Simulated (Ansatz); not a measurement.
Rutile MgH₂ was calculated with LDA (plane waves, PAW; Ansatz, a program for electronic structure).

Numerical settings: plane-wave cutoff 500 eV, 8×8×10 k mesh (along the axes of the cell as run), gaussian smearing 0.02 eV, scalar-relativistic PAW data made under PBE.

Cell (relaxed at this level):

```xyz
6
Lattice="4.4267 0.0000 0.0000 0.0000 4.4267 0.0000 0.0000 0.0000 2.9747" Properties=species:S:1:pos:R:3 pbc="T T T"
Mg     0.0000     0.0000     0.0000
Mg     2.2133     2.2133     1.4874
H      1.3482     1.3482     0.0000
H      3.5615     0.8651     1.4874
H      0.8651     3.5615     1.4874
H      3.0784     3.0784     0.0000
```

Q: Estimate the band gap that the calculation returns.

A: 
band gap: 3.45 eV (on the SCF k mesh)

Static lattice: no zero-point or thermal effects.

The result took around 21 core-seconds (rough).
